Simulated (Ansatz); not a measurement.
Here is the system:

```yaml
crystal:
  lattice:
    - [3.06286, 0.00000, 0.00000]
    - [-1.53143, 2.65252, 0.00000]
    - [0.00000, 0.00000, 10.02693]
  atoms:
    - { symbol: Si, position: [0.00000, 0.00000, 0.50031] }
    - { symbol: Si, position: [0.00000, 0.00000, 0.00031] }
    - { symbol: Si, position: [0.33333, 0.66667, 0.25025] }
    - { symbol: Si, position: [0.66667, 0.33333, 0.75025] }
    - { symbol: C, position: [0.00000, 0.00000, 0.31286] }
    - { symbol: C, position: [0.00000, 0.00000, 0.81286] }
    - { symbol: C, position: [0.33333, 0.66667, 0.06221] }
    - { symbol: C, position: [0.66667, 0.33333, 0.56221] }
```

No spin polarisation.

Computed with LDA, PAW, 420 eV (Ansatz, a quantum-chemistry and plane-wave program; no spin-orbit coupling). Settings: 12×12×4 k-points, 0.05 eV Fermi–Dirac smearing.

### Question
Predict the valence-band top at Γ, band gap, gap character and width of the top valence band.

### Answer
The valence-band top at Γ (three highest levels, from the VBM) is 0.00, 0.00, -0.05 eV and the band gap is 2.18 eV. The gap character is indirect, Γ → M and the width of the top valence band comes out as 2.48 eV.

Load acts through the strain it causes; cell and atoms are relaxed under it. Stability against distortions was not tested. The cell was made from SiC (space group P6_3mc, No. 186) by this change: pressure −1 GPa.
